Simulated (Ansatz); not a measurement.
Take Ba in the bcc (W type) structure (space group Im-3m, No. 229; a = 4.8819 Å; relaxed with 0.1 eV smearing) as the base. Axes: x, y, z lie along the cube axes.

Computed with Kohn–Sham DFT with the PBEsol functional, run in Ansatz (an electronic-structure program) with PAW and 420 eV plane waves, spin-orbit coupling left out.

For the base:

```
Item       Result
--------  -------
Pressure  0.0 GPa
```

Modification: uniaxial strain ε_zz = +2.50 %, all other strain components held at zero; the atoms relax in the strained cell.

Task: Estimate the effect on the energy relative to the base.

Result: The energy increases by 1.3 meV/atom.

Task: What does the calculation give for the pressure after the change?

Result: The pressure (mean of the normal stresses, compression positive) goes from zero to -0.2 GPa.

No phonon test of stability was made.
